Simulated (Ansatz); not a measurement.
## rock-salt TiN (1 1 1) on Si0.875Ge0.125, ordered (1 1 1) (film strained to the substrate, started from cuts of the bulks and a machine-learned relaxation)

A periodic stack without vacuum, rock-salt TiN (1 1 1) on Si0.875Ge0.125, ordered (1 1 1) (film strained to the substrate, started from cuts of the bulks and a machine-learned relaxation): substrate slab Ge5Si35, film N28Ti28, surface cells [[1, -1], [0, 1]] and [[-2, 3], [-1, -2]], film strained by -2.1 and -2.1 %, outermost planes Si/GeSi and N/Ti as cut, which need not be the usual terminations and can put a slab off its formula.

The start was prepared with a machine-learned potential, and the result is one local minimum, with the in-plane cell held and forces under 0.04 eV/Å; the film can end far from its bulk form.

Calculation: PBE (plane waves to 420 eV, PAW; Ansatz, an electronic-structure program). No spin–orbit coupling; the runs are not spin-polarised; PBE gaps are too small against experiment. Its k-point mesh 4×4×1, Fermi–Dirac width 0.05 eV.

The interface area is 52.4 Å², the period is 25.60 Å and the gaps between the outermost planes at the two interfaces is 1.62 and 1.99 Å. The Si–Ti contacts across the interfaces within 1.22 times the sum of covalent radii is 23, mean 2.85 Å and the N–Si contacts across the interfaces within 1.22 times the sum of covalent radii is 4, mean 1.82 Å. The Ge–Ti contacts across the interfaces within 1.22 times the sum of covalent radii is 3, mean 2.92 Å and the Ge–N contacts across the interfaces within 1.22 times the sum of covalent radii is 1, mean 2.03 Å.

```xyz
96
Lattice="7.7786 0.0001 0.0428 -3.8890 6.7361 -0.0925 -0.1784 -3.0829 25.6319" Properties=species:S:1:pos:R:3 pbc="T T T"
Ge     4.0821     5.9920     1.4217
Si     1.9549     2.9252     1.3523
Si    -0.2568     4.0440     1.0089
Si     6.2793     0.9406     1.0854
Si     0.3358     6.3068     1.3360
Si     6.0389     2.8476     2.3050
Si     4.2372     3.4502     1.0447
Si     2.1613     0.6071     1.1104
Ge     3.9496     1.7170     4.7773
Si    -1.7127     5.2004     4.7633
Si     0.2074    -0.5502     3.9570
Si     2.0515     2.9043     3.8082
Si     0.2611     1.6903     4.8223
Si     2.1321     5.1148     4.6698
Si     0.2344     6.2161     3.7771
Si    -1.7403     2.8716     4.5136
Ge     0.1991     4.0438     7.9156
Si     5.9829     0.6781     7.9540
Si     4.0025     1.7572     7.1917
Si    -1.7710     5.2115     7.1425
Si     4.0522     4.0249     7.8928
Si     2.1364     0.6592     8.1047
Si     0.2295     1.7195     7.2081
Si     2.1452     5.1730     7.0621
Ge     0.1254    -0.4309    10.9762
Si     2.0603     2.9047    11.1717
Si     0.2022     4.1478    10.3432
Si     5.8953     0.7132    10.3471
Si     4.0874    -0.4041    11.4539
Si    -1.7517     2.9933    11.0013
Si     4.0116     3.9945    10.2822
Si     2.1987     0.6619    10.4458
Ge     4.1419     2.1566    14.2069
Si    -1.9131     5.4462    14.2568
Si     0.0056    -0.4968    13.3323
Si     1.8712     2.7786    13.5737
Si    -0.1864     1.6156    14.3324
Si     2.1400     4.9956    14.2805
Si     4.1322    -0.2850    14.2645
Si    -1.6750     3.2076    13.3551
N      2.0045     1.8773    16.1626
N      4.2453    -0.0700    16.1432
N      6.4392    -1.9188    16.0953
N     -0.6954     1.0096    15.9534
N      1.4928    -1.0652    16.0538
N     -0.2018     3.8044    16.1235
N     -3.0614     2.8017    16.0010
N      4.7932    -1.6136    18.4963
N      3.1005     3.1958    18.4280
N      5.3396     1.2709    18.4541
N     -1.9026     4.1446    18.3752
N      0.3304     2.2229    18.4208
N      2.5602     0.2895    18.4675
N     -0.2155    -0.6612    18.4054
N      3.6548     1.6113    20.9361
N      5.8749    -0.3141    20.9668
N      0.3197    -2.2437    20.9558
N      0.8705     0.6416    20.9225
N      3.0947    -1.2801    20.9615
N      1.4297     3.5412    20.8972
N     -1.3447     2.5754    20.8941
N      6.4074    -1.8889    23.4547
N     -3.0093     2.9227    23.3996
N     -0.8066     0.9839    23.3839
N     -0.2636     3.8972    23.3924
N      1.9727     1.9562    23.4034
N      4.2051     0.0415    23.4227
N      1.4077    -0.9507    23.4494
Ti     1.4343     3.4724    17.0801
Ti     3.6392     1.5571    17.1553
Ti     5.9138    -0.3052    17.1820
Ti    -1.3392     2.5774    17.0711
Ti     0.9319     0.6173    17.1158
Ti     3.1591    -1.3562    17.1990
Ti    -3.5618     4.4439    17.0192
Ti     4.2066     0.0047    19.7098
Ti     6.4437    -1.9189    19.7157
Ti    -3.0050     2.8696    19.6149
Ti     1.4237    -0.9831    19.6725
Ti    -0.2361     3.8303    19.6301
Ti     1.9955     1.9234    19.6702
Ti    -0.7759     0.9450    19.6494
Ti     3.0847     3.2177    22.1525
Ti    -2.4601     1.3079    22.1521
Ti    -0.2462    -0.6277    22.1909
Ti     0.3175     2.2623    22.1527
Ti     2.5311     0.3482    22.1788
Ti     4.7558    -1.5798    22.2267
Ti     1.9772    -2.5465    22.2429
Ti     5.8532    -0.2752    24.6844
Ti     0.2738    -2.2377    24.6842
Ti    -1.3126     2.6084    24.6310
Ti     3.0496    -1.1956    24.6762
Ti     1.3899     3.5688    24.5120
Ti     3.6352     1.6592    24.5569
Ti     0.8676     0.6710    24.5346
```
